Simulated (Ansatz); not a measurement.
Seebeck coefficient (μV/K, mean over directions) of n-type AlP (F-43m) against carrier density, Ansatz (an electronic-structure program) with HSE06 with spin-orbit coupling, rigid bands. Computed gap 2.26 eV; densities at which minority carriers matter at this gap, or further valleys turn the trend, are left out. Conductivity mass 0.33 mₑ (harmonic mean over directions), N_c = 1.7e19 cm⁻³ at 300 K.

```json
[
 {"electron density": "1e16 cm⁻³", "300 K": "-850", "500 K": "-918"},
 {"electron density": "1e17 cm⁻³", "300 K": "(withheld)", "500 K": "-720"},
 {"electron density": "1e18 cm⁻³", "300 K": "-454", "500 K": "-521"},
 {"electron density": "3e18 cm⁻³", "300 K": "-360", "500 K": "-427"},
 {"electron density": "1e19 cm⁻³", "300 K": "-260", "500 K": "(withheld)"},
 {"electron density": "3e19 cm⁻³", "300 K": "(withheld)", "500 K": "-235"},
 {"electron density": "1e20 cm⁻³", "300 K": "-97", "500 K": "-146"},
 {"electron density": "3e20 cm⁻³", "300 K": "-51", "500 K": "-83"},
 {"electron density": "1e21 cm⁻³", "300 K": "-27", "500 K": "-45"}
]
```

Complete the blanks.


- 1e17 cm⁻³, 300 K: -652
- 1e19 cm⁻³, 500 K: -325
- 3e19 cm⁻³, 300 K: -174

Rigid bands with a gap fixed in temperature, one relaxation time for all states, no polarons or phonon drag, and whether or not such doping can be reached. Geometry: cell and atoms relaxed with PBEsol.
